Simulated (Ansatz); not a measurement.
Start from SiC (space group P6_3mc, No. 186; a = 3.058 Å, c = 10.012 Å). Axes: x lies along a and z along c of the hexagonal cell.

Computed with plane-wave PAW DFT at the LDA level (Ansatz, a program for electronic structure, 420 eV), no spin-orbit coupling.

Now apply this change: the cell is scaled by 1.0075 in all directions, atoms relaxed at fixed cell.

Question: Predict the stress tensor and what it implies for the stiffness.

Answer: Stress of the strained cell less that of the base (GPa, compression positive):
```
  -4.96    0.00    0.00
   0.00   -4.96    0.00
   0.00    0.00   -4.89
```

Then B = −ΔP/(ΔV/V₀) with ΔV/V₀ = 0.0227 gives secant stiffness values (nonlinear terms included at this strain): B (at held cell shape, above the free-shape value) ≈ 218 GPa.

No phonon test of stability was made.
